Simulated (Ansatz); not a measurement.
**Hypothetical rock salt BP, response to strain**

Take BP in the rock salt structure (space group Fm-3m, No. 225; a = 4.289 Å; a hypothetical phase, not in the database extracts checked; relaxed with 0.1 eV smearing) as the base. Axes: x, y, z lie along the cube axes.

Strains are applied to the cell and any free atomic positions relax; under biaxial strain the out-of-plane vector relaxes too.

Method: Kohn–Sham DFT with the PBEsol functional, run in Ansatz (a quantum-chemistry and plane-wave program) with PAW and 420 eV plane waves, spin-orbit coupling left out.

Candidates:
(a) uniaxial strain ε_yy = +4.80 %
(b) biaxial strain −2.28 %, plane normal [001], relaxed out of plane
(c) uniaxial strain ε_zz = +0.50 %

Notes on the quantities. energy relative to the base: free energy F.

### Question
Order them by energy relative to the base, highest first.

### Answer
(a) uniaxial strain ε_yy = +4.80 % (+14 meV/atom), (b) biaxial strain −2.28 %, plane normal [001], relaxed out of plane (+6.7 meV/atom), (c) uniaxial strain ε_zz = +0.50 % (+0.2 meV/atom)

Whether these cells are dynamically stable was not tested. All final runs are without spin polarisation.
